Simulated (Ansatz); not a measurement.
The starting structures come from a database of crystals and need not be the phases stable at ambient conditions.

Input:

```
N2OSi2
1.0
    5.22786     0.00000     0.00000
   -2.33038     4.67973     0.00000
    0.00000     0.00000     4.85861
Si N O
4 4 2
Direct
  0.67242   0.02668   0.27070
  0.32758   0.97332   0.77070
  0.02668   0.67242   0.27070
  0.97332   0.32758   0.77070
  0.65712   0.09564   0.61502
  0.34288   0.90436   0.11502
  0.09564   0.65712   0.61502
  0.90436   0.34288   0.11502
  0.79128   0.79128   0.22129
  0.20872   0.20872   0.72129
```

Space group of this cell: Cmc2_1. The cell is taken as given; by PBEsol its mean pressure is 2.2 GPa.

The current runs along the normal of the first two printed vectors. All runs by Ansatz (a program for electronic structure), plane waves and PAW, without spin-orbit coupling; the base is PBEsol.

```
run                                                      mean pressure (GPa)  gap (eV)  mid-gap κ (1/Å)
-------------------------------------------------------  -------------------  --------  ---------------
base                                                                     2.2      4.99            0.380
all lengths scaled by 0.98                                              17.3         …                …
all lengths scaled by 1.02                                              -9.5         …                …
lengths across the current scaled by 0.98, ions clamped                 12.1      5.18            0.386
lengths across the current scaled by 1.02, ions clamped                 -5.9      4.72            0.372
lengths along the current scaled by 0.97, ions clamped                   9.5      5.24            0.410
lengths along the current scaled by 1.03, ions clamped                  -3.7         …                …
```

Q: Some entries are withheld; supply them.

A: 
- all lengths scaled by 0.98, gap (eV): 5.36
- all lengths scaled by 0.98, mid-gap κ (1/Å): 0.407
- all lengths scaled by 1.02, gap (eV): 4.53
- all lengths scaled by 1.02, mid-gap κ (1/Å): 0.353
- lengths along the current scaled by 1.03, ions clamped, gap (eV): 4.68
- lengths along the current scaled by 1.03, ions clamped, mid-gap κ (1/Å): 0.350
